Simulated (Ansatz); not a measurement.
Consider the following.

```
CELL_PARAMETERS angstrom
      5.03784     0.00000     0.00000
      2.51892     4.36290     0.00000
      2.51892    -1.45430     4.45781
ATOMIC_POSITIONS crystal
  Ga 0.71238 0.64381 0.93143
  Ga 0.71238 0.14381 0.43143
  Ga 0.28762 0.35619 0.06857
  Ga 0.28762 0.85619 0.56857
  O  0.50000 0.44740 0.25000
  O  0.80260 0.75000 0.25000
  O  0.50000 0.55260 0.75000
  O  0.80260 0.94740 0.75000
  O  0.19740 0.25000 0.75000
  O  0.19740 0.05260 0.25000
```

No spin polarisation.

Level of theory: plane-wave PAW DFT at the PBEsol level (Ansatz, an electronic-structure program, 420 eV), no spin-orbit coupling. k-mesh 8×8×8 (Γ-centred); smearing 0.05 eV (Fermi–Dirac).

Question: Predict the pressure, band gap and electron mass.

Answer: The pressure (mean of the normal stresses, compression positive) comes out as -2.26 GPa, the band gap is 2.58 eV and the electron mass is 0.22 mₑ (at Γ).

The cells carry an imposed strain or load. Masses are band curvatures over ±0.01 Å⁻¹ around the edge. Stability against distortions was not tested. The cell was made from Ga2O3 in the corundum structure (space group R-3c, No. 167) by this change: biaxial strain +0.75 %, plane normal [001], relaxed out of plane.
